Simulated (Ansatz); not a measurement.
Take CsPbBr₃ in the cubic perovskite structure (space group Pm-3m, No. 221; a = 5.770 Å) as the base. Axes: x, y, z lie along the cube axes.

Computed with LDA in Ansatz (plane waves to 420 eV, PAW, no spin-orbit coupling).

For the base:

| Item | Result |
|---|---|
| Band gap | 1.17 eV |
| Hole mass | 0.11 mₑ (at R) |

One thing is altered: compressive biaxial strain of 2.50 % in the plane normal to [111], as in epitaxy on a mismatched substrate; the out-of-plane cell vector and the atoms relax.

### Question
How does this affect the band gap, ratio −ε⊥/ε∥ and hole mass?

### Answer
The band gap drops by 0.12 eV, from 1.17 eV to 1.05 eV; the ratio −ε⊥/ε∥ comes out as 1.55; the hole mass becomes 0.097 mₑ along k, 0.10 mₑ across (at R) (base: 0.11 mₑ (at R)).

With Pb present, leaving out spin-orbit coupling can change the band edges. Effective masses come from finite differences of ±0.01 Å⁻¹. Along k means along the line from Γ to the band edge. Stability against distortions was not tested. Many cubic perovskites are stable only at high temperature; tilts and polar distortions were not tested. This is not the structure that CsPbBr3 has at room temperature and ambient pressure.

Ansatz is an electronic-structure program.
